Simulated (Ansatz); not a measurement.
**Element substitutions in SrTiO3**

Take SrTiO$_{3}$ in the cubic perovskite structure (space group Pm-3m, No. 221; a = 3.891 Å) as the base.

Each row replaces one element on all its sites; cell and atoms are relaxed.

Levels (all Ansatz, a quantum-chemistry and plane-wave program, PAW, earlier PAW set): PBEsol (420 eV, without spin-orbit coupling); r2SCAN (500 eV, no spin-orbit coupling); PBEsol+SOC (420 eV, with spin-orbit coupling).

Band gaps by level, all at the geometries relaxed with PBEsol:

| case | PBEsol | r2SCAN | PBEsol+SOC |
|---|---|---|---|
| base | 1.86 eV | 2.29 eV | 1.84 eV |
| O → Se | zero | zero | zero |
| Ti → Sc | zero | zero | – |
| Ti → V | zero | zero | zero |

Other magnetic orders, which the real material may have, were not ruled out. Single points use the geometry relaxed with PBEsol. Differences between runs with and without spin-orbit coupling are approximate. Stability against distortions was not tested. As relaxed here, SrTiSe3 is a hypothetical phase, not in the database extracts checked. For SrScO3 in this form, whether it has been made was not checked. Seeded moments were not kept for Ti → V. No Hubbard U is applied, and correlation can decide whether such a compound is a metal. Spin-polarised in the final run: PBEsol SrScO3 and r2SCAN SrScO3; the other scalar runs are not. An odd electron count without spin: SrVO3. Many cubic perovskites are stable only at high temperature; tilts and polar distortions were not tested. SrTiSe3 has a high density of states at the Fermi level and may be magnetic at this level.
